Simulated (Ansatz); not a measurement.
## Response to strain in Mg3Sb2

Start from Mg3Sb2 (space group P-3m1, No. 164; a = 4.596 Å, c = 7.272 Å). Axes: x lies along a and z along c of the hexagonal cell.

Strains are applied to the cell and any free atomic positions relax; under stress the whole cell relaxes.

Level of theory: DFT with PBE, PAW potentials and a 420 eV plane-wave cutoff in Ansatz (a first-principles code), without spin-orbit coupling.

Candidates:
(a) isotropic strain −2.23 %
(b) uniaxial stress, 0.5 GPa tension along z
(c) isotropic strain −4.83 %

Notes on the quantities. energy relative to the base: free energy F.

**Question.** Order them by energy relative to the base, lowest first.

**Answer.** (b) uniaxial stress, 0.5 GPa tension along z (+0.3 meV/atom), (a) isotropic strain −2.23 % (+17 meV/atom), (c) isotropic strain −4.83 % (+86 meV/atom)

Beyond what the load breaks, stability against distortions was not tested. The final runs are not spin-polarised.
